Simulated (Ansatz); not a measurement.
The starting structures come from a database of crystals and need not be the phases stable at ambient conditions.

By PBEsol, the system below comes out a metal.

Input:

```
CELL_PARAMETERS angstrom
      4.98786     0.00000     0.00000
     -2.45716     4.34064     0.00000
      1.26535     2.17032     4.37960
ATOMIC_POSITIONS crystal
  Ti 0.25000 0.75000 0.50000
  Ti 0.50000 0.50000 0.00000
  Ge 0.91737 0.08263 0.50000
  Ge 0.58263 0.41737 0.50000
  Ge 0.83263 0.16737 0.00000
  Ge 0.16737 0.83263 0.00000
```

The cell is taken as given; by PBEsol it stands under a pressure of -2.3 GPa.

The current flows along the normal of the first two printed cell vectors. No spin-orbit coupling; the value is a mean over 0.1 eV about the Fermi level.

Task: Predict the ballistic conductance per area from PBEsol (Ansatz, a quantum-chemistry and plane-wave program).

Result: 0.46 × 10¹⁵ S/m² for both spins.
